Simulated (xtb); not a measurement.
xtb 6.7.1, GFN1-xTB: Ge(F)(Et)(Vi)2 (C=[CH][Ge]([F])([CH]=C)[CH2]C), 19 atoms. The geometry is a generated start, not checked to be a minimum at this level.

```
Item                                                                                                           Result
------------------------  -------------------------------------------------------------------------------------------
method                                                                                                       GFN1-xTB
--acc                                                                                                     1 (default)
--etemp (K)                                                                                             300 (default)
detailed input (--input)  none: ANC optimiser, Lindh (1995) Hessian, microcycle=20, maxdispl=1.0, hlow=0.01 (default)
basis functions                                                                                                    60
valence electrons                                                                                                  46
```

```xyz
19

C     -1.6951    -2.8855    -0.2004
C     -0.8474    -2.0372    -0.7564
Ge    -0.1828    -0.4055     0.1448
F     -0.1400    -0.8932     1.8654
C     -1.4986     1.0685     0.2012
C     -1.3431     2.2494    -0.3704
C      1.7125     0.0928    -0.2970
C      2.2664     1.1831     0.6085
H     -2.0458    -3.7693    -0.7143
H     -2.0615    -2.7355     0.8023
H     -0.4889    -2.2135    -1.7620
H     -2.4067     0.8516     0.7505
H     -2.0964     3.0218    -0.3101
H     -0.4545     2.5035    -0.9275
H      1.7478     0.4103    -1.3398
H      2.3209    -0.8085    -0.2115
H      1.6594     2.0848     0.5484
H      3.2875     1.4351     0.3252
H      2.2664     0.8473     1.6432
```

The structure is relaxed from this start with --opt LEVEL for the levels crude, sloppy, loose, lax, normal, tight, vtight, extreme, once each. Up to the end of the extreme run atoms move by at most 1.1 Å along an axis.

Which level is enough to come within 20 meV of the tightest end point?

lax: 23 cycles against 40, ending 1.8 meV above.

```tsv
level	cycles	energy above the extreme run (meV)	gradient norm (eV/Å)
crude	3	30	0.20
sloppy	4	29	0.15
loose	4	29	0.15
lax	23	1.8	0.090
normal	31	0.17	0.027
tight	34	0.018	0.011
vtight	39	under 0.01	0.0029
extreme	40	—	0.0023
```
